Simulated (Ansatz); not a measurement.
**Ansatz (a first-principles code) run on Li₃YBi₂ (P3m1, 6 atoms in the cell): self-consistent single point**

Method: PBEsol, default PAW files made with PBE (plane waves; Ansatz).

Input:

Ansatz 0.2 input:
```yaml
# Li3YBi2
crystal:
  lattice:
    - [4.614810, 0.000000, 0.000000]
    - [-2.307405, 3.996543, 0.000000]
    - [0.000000, 0.000000, 7.287698]
  atoms:
    - { symbol: Li, position_ang: [2.307407, 1.332180, 2.607546] }
    - { symbol: Li, position_ang: [-0.000002, 2.664363, 4.730153] }
    - { symbol: Li, position_ang: [0.000000, 0.000000, 3.643849] }
    - { symbol: Y, position_ang: [0.000000, 0.000000, 0.000000] }
    - { symbol: Bi, position_ang: [2.307407, 1.332180, 5.484649] }
    - { symbol: Bi, position_ang: [-0.000002, 2.664363, 1.803049] }
basis:
  ecutwfc: 420.0 eV
kpoints:
  mp_grid: { grid: [7, 7, 4] }
hamiltonian:
  xc: pbesol
  pseudopotentials: { kind: paw }
scf:
  occupations: { method: gaussian, width: 0.1 eV }
output:
  forces: true
  eigenvalues: true
  stress: true
```

Output (repeated stretches shortened):

```
WARN the atoms were moved onto the symmetric positions of the space group found under crystal.symmetry.tolerance 1.0e-5 (fractional …
WARN ansatz: RAYON_NUM_THREADS=1 ignored (pool sized by the plan → 1); use --threads N
Pseudopotentials: kind: paw
Pseudopotential: Li, paw, valence charge 3
Pseudopotential: Y, paw, valence charge 11
Pseudopotential: Bi, paw, valence charge 15
Crystal: 6 atoms, lattice volume = 134.409 Å³
Basis set: ecut = 420 eV, 2671 PW (Γ), exchange–correlation on 64×64×100 points (8 copies of the dense FFT grid, shifted against one another)
Bands: 31, of which v1, the nominal top of the filled ones, is band 25 counted from 1 (24 counted from 0)
Symmetry: 6 space group operations
Space group: P3m1 (ITA 156), of the structure as read, at distance tolerance 5.1e-5 Å
k-points: 28 of 196 (time reversal used)
PAW frozen core: Y, regenerated for the run's functional, and the local potential with it
PAW frozen core: Bi, regenerated for the run's functional, and the local potential with it
Initial density: superposition of atomic densities (neutral atoms: chi_scale 0, normalization atom), corrected by the library's trained network
Initial wavefunctions: pseudopotential atomic-orbital guess
Eigensolver: davidson
Functional: x = pbesol(κ = 0.804, μ = 0.12345679012345678), c = pbesol(β = 0.046)
SCF iter   1: F=—  HF=-28892.370663 eV  |F-HF|=—  |Δ(HF+E_count)|=         —  Δρ=2.16e-3  dr2=1.80e-2  ethr=1.77e-3  ⟨swp⟩=6.6  Hψ=4142  notcnv=0
all-band conjugate gradients solve this SCF's bands
preconditioner: auto → Kerker (q_TF=auto, 2.314 Å⁻¹)
SCF iter   2: F=—  HF=-28892.367408 eV  |F-HF|=—  |Δ(HF+E_count)|=   3.26e-3  Δρ=1.16e-3  dr2=5.48e-3  ethr=3.60e-5  ⟨swp⟩=1.1  Hψ=1094  notcnv=0
SCF iter   3: F=—  HF=-28892.366390 eV  |F-HF|=—  |Δ(HF+E_count)|=   1.02e-3  Δρ=3.31e-4  dr2=7.17e-4  ethr=1.10e-5  ⟨swp⟩=2.0  Hψ=954  notcnv=0
SCF iter   4: F=—  HF=-28892.366265 eV  |F-HF|=—  |Δ(HF+E_count)|=   1.25e-4  Δρ=8.34e-5  dr2=1.86e-5  ethr=1.43e-6  ⟨swp⟩=2.0  Hψ=991  notcnv=0
SCF iter   5: F=—  HF=-28892.366261 eV  |F-HF|=—  |Δ(HF+E_count)|=   4.37e-6  Δρ=3.11e-5  dr2=2.73e-6  ethr=3.71e-8  ⟨swp⟩=2.0  Hψ=1026  notcnv=0
SCF iter   6: F=—  HF=-28892.366261 eV  |F-HF|=—  |Δ(HF+E_count)|=   4.42e-7  Δρ=6.48e-6  dr2=1.64e-7  ethr=5.46e-9  ⟨swp⟩=2.0  Hψ=999  notcnv=0
SCF iter   7: F=-28892.366261 eV  HF=-28892.366261 eV  |F-HF|=2.31e-8  |Δ(HF+E_count)|=   2.78e-8  Δρ=2.69e-6  dr2=3.40e-8  ethr=2.00e-10  ⟨swp⟩=9.7  Hψ=3989  notcnv=0
SCF 1 converged in 7 iterations: F = -28892.366261 eV  dr2 = 3.40e-8
SCF converged after 7 iterations
Free energy (F): -28892.366261 eV
Harris-Foulkes:  -28892.366261 eV  (|F-HF|=2.31e-8)
Internal energy: -28892.363046 eV  (E = F + TS)
E sigma→0 (E₀):  -28892.364653 eV
Entropy (-TS):   -0.003215 eV (-0.536 meV/atom)
Fermi energy:    8.573259 eV
--- Per-component energies (eV) ---
  E_band       = -592.290595
  E_kinetic    = 980.336539
  E_local      = -4190.543147  (includes V_loc(G=0)·N_el)
  E_nonlocal   = 1070.241635
  E_hartree    = 1370.734260
  E_xc         = -503.837954
  E_vxc        = -528.085660  (∫ρ·V_xc dr)
  E_paw        = -23853.089581  (= ΣΔE_a)
  E_vpaw       = -665.709132  (= ΣTr[D̂ρ^β])
  E_aug_tail   = -0.000878  (compensation charges beyond the density's cutoff)
  E_ewald      = -3766.532198
  E_core_change = 0.328277  (= ΣΔE_core)
  E_smearing   = -0.003215  (= −TS)
  E_closure    = -0.000000  (closes the sum)
  Σ components = -28892.366261   (vs F -28892.366261, Δ=0.00e0)
--- Forces (eV/Å), atoms counted from 1 ---
  atom   1  Li    -0.00000000     0.00000000    -0.12063002
  atom   2  Li     0.00000000    -0.00000000     0.02828198
  atom   3  Li    -0.00000000     0.00000000    -0.00201736
  atom   4  Y     -0.00000000     0.00000000     0.04027744
  atom   5  Bi    -0.00000000    -0.00000000     0.12040129
  atom   6  Bi     0.00000000     0.00000000    -0.06637149
  max |Σ_I F_I| component: 5.82e-5 eV/Å
--- Stress (GPa, compression-positive) ---
       -0.748281       0.000000      -0.000000
        0.000000      -0.748281      -0.000000
       -0.000000      -0.000000      -1.073776
  P = ⅓ Tr σ = -0.8568 GPa (-8.568 kbar)
  The stress holds the Pulay correction. Without it, at fixed plane waves, as pw.x and ABINIT print it: P = -0.8703 GPa
--- Band table (eV; the first three rows and the last of 28) ---
  k-point 0: bands = ["-37.9100", "-37.3179", "-37.3065", "-34.9618", "-14.9769", "-14.9769", "-14.9763", "-13.6676", "-13.6676", "-13.6428", "-13.6383", "-13.6383", "-13.6226", "-13.6226", "-13.6220", "-13.6138", "-13.6138", "-2.7738", "-1.9478", [...]
  k-point 1: bands = ["-37.9100", "-37.3179", "-37.3065", "-34.9618", "-14.9769", "-14.9769", "-14.9762", "-13.6656", "-13.6656", "-13.6424", "-13.6381", "-13.6381", "-13.6231", "-13.6231", "-13.6224", "-13.6153", "-13.6153", "-2.6810", "-2.0860", [...]
  k-point 2: bands = ["-37.9100", "-37.3179", "-37.3065", "-34.9618", "-14.9770", "-14.9770", "-14.9762", "-13.6635", "-13.6635", "-13.6419", "-13.6376", "-13.6376", "-13.6243", "-13.6243", "-13.6230", "-13.6166", "-13.6166", "-2.5042", "-2.3065", [...]
  k-point 27: bands = ["-37.9097", "-37.3178", "-37.3068", "-34.9603", "-14.9908", "-14.9899", "-14.9863", "-13.6614", "-13.6546", "-13.6398", "-13.6373", "-13.6339", "-13.6298", "-13.6229", "-13.6192", "-13.6166", "-13.6102", "-2.0116", "-1.9528", [...]
```

The run converged in 7 iterations.

The starting cell comes from a database of computed structures (which also holds hypothetical and non-ambient phases and stackings), without a prior relaxation at this level. Its lattice was rescaled by up to half a per cent. One atom was moved a little off its site on purpose. Spin-orbit coupling is off. Ansatz's pressure includes its estimate of the finite-basis (Pulay) stress.
